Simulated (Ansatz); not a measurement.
System: Mg-vacancy pair (Mg on one host W site, one W site vacant) in bcc W (neutral cell). The step: Mg and the vacancy change places (Mg-vacancy distance between ideal sites 2.76 Å throughout); the atom moves 2.31 Å along (0.42, 0.42, 0.42) of the unit cell; the moving atom starts with neighbours 2 W at 2.76, W at 2.78, 3 W at 2.84, W at 2.98, 2 W at 3.04, W at 3.08, 2 W at 3.28, W at 3.29 Å and ends with 2 W at 2.76, W at 2.78, 3 W at 2.84, W at 2.98, 2 W at 3.04, W at 3.08, 2 W at 3.28, W at 3.29 Å. DFT values are from Ansatz (plane-wave PAW, 420 eV unless said) in a cell of 36 host sites, spin-restricted, static, with no finite-size correction. Forms of the defect that were not tried may lie lower. For the PBE band: the saddle point's order was not checked, and it lies on a symmetry element of the cell, where a band can be held.

| Level | Forward barrier (eV) | Cost of the band or of the saddle's single point |
|---|---|---|
| CHGNet universal potential (has no charge state), its own band | 0.41 | - |
| PBE, a 2×2×3 k-point mesh shifted by half a step, band relaxed | 0.58 | very roughly 80 core-minutes |
| PBE, a 3×3×5 k-point mesh shifted by half a step, same geometries | 0.55 | about 6 core-minutes (a rough figure) |
| r2SCAN at 500 eV, a 2×2×3 k-point mesh shifted by half a step, same geometries | (withheld) | about 4 core-minutes (a rough figure) |

Q: Complete the blanks.

A: 
- r2SCAN at 500 eV, a 2×2×3 k-point mesh shifted by half a step, same geometries, Forward barrier (eV): 0.62

Ansatz is an electronic-structure program.
